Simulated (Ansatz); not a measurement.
Cubic perovskite BaZrO3 was calculated with LDA (PAW; Ansatz, an electronic-structure program).

Settings: plane-wave cutoff 520 eV, 6×6×6 k mesh, perturbation theory, scalar-relativistic PAW data made under PBE.

Computed at the level's own relaxed cell.

```cif
data_BaO3Zr
_chemical_formula_sum 'Ba1 Zr1 O3'
_space_group_name_H-M_alt 'Pm-3m'
_space_group_IT_number 221
_space_group_name_Hall '-P 4 2 3'
_cell_length_a 4.14747
_cell_length_b 4.14747
_cell_length_c 4.14747
_cell_angle_alpha 90.000
_cell_angle_beta 90.000
_cell_angle_gamma 90.000
loop_
_atom_site_label
_atom_site_type_symbol
_atom_site_symmetry_multiplicity
_atom_site_Wyckoff_symbol
_atom_site_fract_x
_atom_site_fract_y
_atom_site_fract_z
_atom_site_occupancy
Ba1 Ba 1 a 0.00000 0.00000 0.00000 1
Zr1 Zr 1 b 0.50000 0.50000 0.50000 1
O1 O 3 c 0.00000 0.50000 0.50000 1
```

Harmonic phonon frequencies (cm⁻¹; i marks an imaginary mode; at Γ without the LO shift):

```
q point                                                frequencies
-------  ---------------------------------------------------------
Γ               0 0 0 91 91 91 167 167 167 193 193 193 526 526 526
X        80 80 116 116 133 192 192 212 227 250 250 421 516 516 744
M           9 79 79 80 141 197 197 263 263 343 343 395 504 580 792
```

No imaginary mode appears at these points.

Note: the run finds an imaginary mode (83i cm⁻¹), so the cell is a saddle point at this level.
